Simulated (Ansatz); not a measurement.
The slab is Si(111) 1x1 surface, 6 top atoms, 3 bilayers, bottom bilayer H-capped and fixed, every top atom capped by F; cell 11.5 x 6.6 Å; about 7 Å thick over the host's atoms, 18 atoms held. Method: PBE-D3(BJ) (plane waves to 420 eV, PAW; Ansatz, an electronic-structure program). k mesh 1 x 2 x 1. The slab states were run without spin polarisation. A thicker slab, a larger cell or a denser mesh can move such energies by a tenth of an eV or more. Energies are static: no zero-point or thermal part. Each state was relaxed from one prepared geometry.

One F2 a cell is brought to Si(111):F. Relaxed result near the molecule:

```
atom   x (Å)  y (Å)   z (Å)
-----  -----  -----  ------
F(30)  3.807  0.012  11.126
F(31)  5.749  3.379  11.125
F(46)  7.697  0.011  11.124
F(u0)  5.514  1.020  13.086
F(u1)  6.628  1.661  13.682
```

Task: What is the adsorption energy against the free F2 and the slab before, and how much of it is dispersion?

Result: -0.07 eV (negative: bound); the D3 term gives -0.05 eV of it. Its closest contacts to the rest of the cell: F(u0)...F(30) 2.79 Å, F(u0)...F(31) 3.08 Å, F(u0)...F(46) 3.10 Å.
